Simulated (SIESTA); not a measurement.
Input and output of a self-consistent single point for C (P-1, 2 atoms in the cell) (SIESTA).

Level of theory: GGA PBEsol, numerical atomic orbitals TZP, PseudoDojo PBEsol standard norm-conserving potentials (rewritten from UPF to PSML) (SIESTA).

```xyz
2
Lattice="2.1816 0.0000 0.0000 -1.0908 1.8893 0.0000 0.0000 0.0000 3.5421" Properties=species:S:1:pos:R:3 pbc="T T T"
C     -0.0621     1.2189     0.8888
C      1.1529     0.6705     2.6533
```

Reference input (self-consistent single point, DFT, GGA PBE, numerical atomic orbitals TZP, PseudoDojo PBE standard norm-conserving potentials (rewritten from UPF to PSML)): XC.functional = GGA; XC.authors = PBE; potentials = PseudoDojo PBE standard; PAO.BasisSize = TZP; PAO.EnergyShift = 0.01 Ry; MeshCutoff = 300 Ry; kgrid.MonkhorstPack = 14 14 8; OccupationFunction = MP; OccupationMPOrder = 0; ElectronicTemperature = 580.23 K; MaxSCFIterations = 150; SCF.Mixer.Method = Broyden. This run's input differs from it in these lines:

```diff
@@ -1,2 +1,2 @@
-# files in the folder: C.psml (PseudoDojo PBE standard)
+# files in the folder: C.psml (PseudoDojo PBEsol standard)
 SystemName  C
@@ -22,3 +22,3 @@
 XC.functional                GGA
-XC.authors                   PBE
+XC.authors                   PBEsol
 PAO.BasisSize                TZP
```

The program printed (abridged):

```
        iscf     Eharris(eV)        E_KS(eV)     FreeEng(eV)     dDmax    Ef(eV) dHmax(eV)
   scf:    1     -315.483159     -317.916882     -317.917843  1.149593 -3.821957  0.404700
   scf:    2     -317.923362     -317.920143     -317.921099  0.003589 -3.854933  0.354784
   scf:    3     -317.939550     -317.930876     -317.931826  0.024492 -4.087294  0.017822
   scf:    4     -317.930929     -317.930905     -317.931857  0.000359 -4.088895  0.009869
   scf:    5     -317.930924     -317.930919     -317.931872  0.000451 -4.090509  0.001770
   [... 4 lines left out ...]
   scf:   10     -317.930921     -317.930921     -317.931873  0.000021 -4.090657  0.000342
   scf:   11     -317.930921     -317.930921     -317.931873  0.000015 -4.090671  0.000279
   scf:   12     -317.930921     -317.930921     -317.931873  0.000010 -4.090679  0.000235
   scf:   13     -317.930921     -317.930921     -317.931873  0.000007 -4.090683  0.000204
SCF Convergence by DM+H criterion
max |DM_out - DM_in|         :     0.0000072915
max |H_out - H_in|      (eV) :     0.0002040500
SCF cycle converged after 13 iterations

Using DM_out to compute the final energy and forces

siesta: E_KS(eV) =             -317.9309

siesta: E_KS - E_eggbox =      -317.9309

siesta: Atomic forces (eV/Ang):
     1   -0.833050   -0.500900    0.056647
     2    0.833050    0.500900   -0.056647
   Tot   -0.000000    0.000000   -0.000000
   Max    0.833050
   Res    0.562163    sqrt( Sum f_i^2 / 3N )
   Max    0.833050    constrained

Stress tensor Voigt[x,y,z,yz,xz,xy] (kbar):      166.23      148.90       93.85       -0.18       -0.55       14.30
(Free)E + p*V (eV/cell)     -319.1741
Target enthalpy (eV/cell)     -317.9319

siesta: Program's energy decomposition (eV):
siesta: FreeEng =      -317.931873

   [... lines left out ...]
siesta:     0.103751    0.008927   -0.000341
siesta:     0.008927    0.092936   -0.000113
siesta:    -0.000341   -0.000113    0.058574

siesta: Cell volume =         14.600000 Ang**3

siesta: Pressure (static):
siesta:                Solid            Molecule  Units
siesta:          -0.00092671         -0.00108524  Ry/Bohr**3
siesta:          -0.08508672         -0.09964228  eV/Ang**3
siesta:        -136.32396146       -159.64453218  kBar
```

The run converged in 13 iterations. Against the reference run the pressure goes from -6.34 to -13.63 GPa and the largest force goes from 0.990 to 0.974 eV/Å.

The starting cell was generated: these elements placed on a structure prototype, without a prior relaxation; it need not be a known phase or ordering of this composition. Its atoms were displaced at random from the sites of space group no. 194. Values carry the incompleteness of an atom-centred basis. With a pressure of about -14 GPa the cell is away from its equilibrium volume at this level.

Cost on one core of a shared machine: roughly 70 s.
